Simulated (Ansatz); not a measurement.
Output of an Ansatz run (abridged):

```
WARN ansatz: RAYON_NUM_THREADS=1 ignored (pool sized by the plan → 1); use --threads N
Pseudopotentials: kind: paw
Pseudopotential: Lu, paw, valence charge 25
Pseudopotential: Tl, paw, valence charge 13
Crystal: 2 atoms, lattice volume = 50.176 Å³
Basis set: ecut = 420 eV, 977 PW (Γ)
Bands: 23, of which v1, the nominal top of the filled ones, is band 19 counted from 1 (18 counted from 0)
Symmetry: 8 space group operations
Space group: P4mm (ITA 99), of the structure as read, at distance tolerance 3.7e-5 Å
k-points: 75 of 729 (time reversal used)
PAW frozen core: Lu, regenerated for the run's functional, and the local potential with it
PAW frozen core: Tl, regenerated for the run's functional, and the local potential with it
Initial density: superposition of atomic densities (neutral atoms: chi_scale 0, normalization atom), corrected by the library's trained network
Initial wavefunctions: pseudopotential atomic-orbital guess
Eigensolver: davidson
Functional: x = slater, c = lda
SCF iter   1: F=—  HF=-25640.275996 eV  |F-HF|=—  |Δ(HF+E_count)|=         —  Δρ=4.98e-3  dr2=1.03e-2  ethr=1.77e-3  ⟨swp⟩=5.4  Hψ=8761  notcnv=0
all-band conjugate gradients solve this SCF's bands
preconditioner: auto → Kerker (q_TF=auto, 2.605 Å⁻¹)
SCF iter   2: F=—  HF=-25640.270868 eV  |F-HF|=—  |Δ(HF+E_count)|=   5.13e-3  Δρ=2.83e-3  dr2=3.45e-3  ethr=2.71e-5  ⟨swp⟩=2.4  Hψ=4081  notcnv=0
SCF iter   3: F=—  HF=-25640.270360 eV  |F-HF|=—  |Δ(HF+E_count)|=   5.08e-4  Δρ=1.51e-3  dr2=1.32e-3  ethr=9.07e-6  ⟨swp⟩=2.7  Hψ=3523  notcnv=0
SCF iter   4: F=—  HF=-25640.269943 eV  |F-HF|=—  |Δ(HF+E_count)|=   4.16e-4  Δρ=5.44e-4  dr2=2.26e-4  ethr=3.47e-6  ⟨swp⟩=2.4  Hψ=3083  notcnv=0
SCF iter   5: F=—  HF=-25640.269906 eV  |F-HF|=—  |Δ(HF+E_count)|=   3.71e-5  Δρ=1.07e-4  dr2=6.24e-6  ethr=5.95e-7  ⟨swp⟩=2.1  Hψ=3081  notcnv=0
SCF iter   6: F=—  HF=-25640.269903 eV  |F-HF|=—  |Δ(HF+E_count)|=   3.79e-6  Δρ=2.77e-5  dr2=5.16e-7  ethr=1.64e-8  ⟨swp⟩=2.3  Hψ=3194  notcnv=0
SCF iter   7: F=-25640.269902 eV  HF=-25640.269902 eV  |F-HF|=4.99e-8  |Δ(HF+E_count)|=   1.15e-7  Δρ=1.01e-5  dr2=6.47e-8  ethr=2.63e-10  ⟨swp⟩=9.7  Hψ=12201  notcnv=0
SCF 1 converged in 7 iterations: F = -25640.269902 eV  dr2 = 6.47e-8
SCF converged after 7 iterations
Free energy (F): -25640.269902 eV
Harris-Foulkes:  -25640.269902 eV  (|F-HF|=4.99e-8)
Internal energy: -25640.220596 eV  (E = F + TS)
E sigma→0 (E₀):  -25640.245249 eV
Entropy (-TS):   -0.049307 eV (-24.653 meV/atom)
Fermi energy:    14.220326 eV
--- Per-component energies (eV) ---
  E_band       = 48.423485
  E_kinetic    = 754.437592
  E_local      = -7603.724079  (includes V_loc(G=0)·N_el)
  E_nonlocal   = 908.559787
  E_hartree    = 3161.504101
  E_xc         = -445.322550
  E_vxc        = -401.228495  (∫ρ·V_xc dr)
  E_paw        = -17006.081902  (= ΣΔE_a)
  E_vpaw       = 67.359604  (= ΣTr[D̂ρ^β])
  E_aug_tail   = 0.000062  (compensation charges beyond the density's cutoff)
  E_ewald      = -5411.770682
  E_core_change = 2.177074  (= ΣΔE_core)
  E_smearing   = -0.049307  (= −TS)
  E_closure    = 0.000000  (closes the sum)
  Σ components = -25640.269902   (vs F -25640.269902, Δ=0.00e0)
--- Forces (eV/Å), atoms counted from 1 ---
  atom   1  Lu    -0.00000000     0.00000000    -0.13139426
  atom   2  Tl    -0.00000000     0.00000000     0.13140378
  max |Σ_I F_I| component: 9.52e-6 eV/Å
--- Stress (GPa, compression-positive) ---
       -3.518971       0.000000      -0.000000
        0.000000      -3.518971       0.000000
       -0.000000       0.000000      -3.097868
  P = ⅓ Tr σ = -3.3786 GPa (-33.786 kbar)
  The stress holds the Pulay correction. Without it, at fixed plane waves, as pw.x and ABINIT print it: P = -3.4266 GPa
--- Band table (eV; the first three rows and the last of 75) ---
  k-point 0: bands = ["-42.5191", "-13.1933", "-13.1058", "-13.1058", "2.4453", "2.5284", "2.7810", "2.7810", "2.8380", "4.5897", "8.6609", "8.6613", "8.6691", "8.6691", "8.6794", "8.6794", "8.6826", "14.1258", "14.2405", "16.2332", "17.9739", [...]
  k-point 1: bands = ["-42.5189", "-13.2034", "-13.1053", "-13.1053", "2.4491", "2.5520", "2.7780", "2.7780", "2.8393", "4.7383", "8.6584", "8.6618", "8.6700", "8.6700", "8.6817", "8.6817", "8.6835", "13.4994", "14.2371", "16.1213", "17.0480", [...]
  k-point 2: bands = ["-42.5184", "-13.2289", "-13.1041", "-13.1041", "2.4589", "2.6107", "2.7704", "2.7704", "2.8426", "5.1719", "8.6528", "8.6628", "8.6724", "8.6724", "8.6857", "8.6877", "8.6877", "12.0519", "14.2285", "16.2491", "16.2491", [...]
  k-point 74: bands = ["-42.5058", "-13.2669", "-13.2667", "-13.2297", "2.5582", "2.6071", "2.6145", "2.9951", "3.0758", "8.4854", "8.6638", "8.6643", "8.6736", "8.6878", "8.6888", "8.6950", "9.7068", "11.8058", "11.8189", "12.4507", "17.3435", [...]
```

The structure:

```
CELL_PARAMETERS angstrom
      3.57690     0.00000     0.00000
      0.00000     3.57690     0.00000
      0.00000     0.00000     3.92180
ATOMIC_POSITIONS crystal
  Lu 0.00000 0.00000 0.01275
  Tl 0.50000 0.50000 0.50000
```

### Question
Reconstruct the input of this run.

### Answer
Other spellings and defaults could give the same log, and not every line can be read from it. The input that was run (DFT, LDA (PW92), plane waves, default PAW files made with PBE):

Ansatz 0.2 input:
```yaml
crystal:
  lattice:
    - [3.576896, 0.000000, 0.000000]
    - [0.000000, 3.576896, 0.000000]
    - [0.000000, 0.000000, 3.921802]
  atoms:
    - { symbol: Lu, position: [0.000000, 0.000000, 0.012749] }
    - { symbol: Tl, position: [0.500000, 0.500000, 0.500000] }
basis:
  ecutwfc: 420.0
kpoints:
  mp_grid: { grid: [9, 9, 9] }
hamiltonian:
  xc: lda
  pseudopotentials: { kind: paw }
scf:
  occupations: { method: fermi_dirac, width: 0.1 }
output:
  forces: true
  eigenvalues: true
  stress: true
```

The starting cell comes from a database of computed structures (which also holds hypothetical and non-ambient phases and stackings), without a prior relaxation at this level. Its lattice was rescaled by up to half a per cent. One atom was moved a little off its site on purpose. Spin-orbit coupling is off. With a pressure of about -3 GPa the cell is away from its equilibrium volume at this level. Ansatz's pressure includes its estimate of the finite-basis (Pulay) stress.

Ansatz is a program for electronic structure.
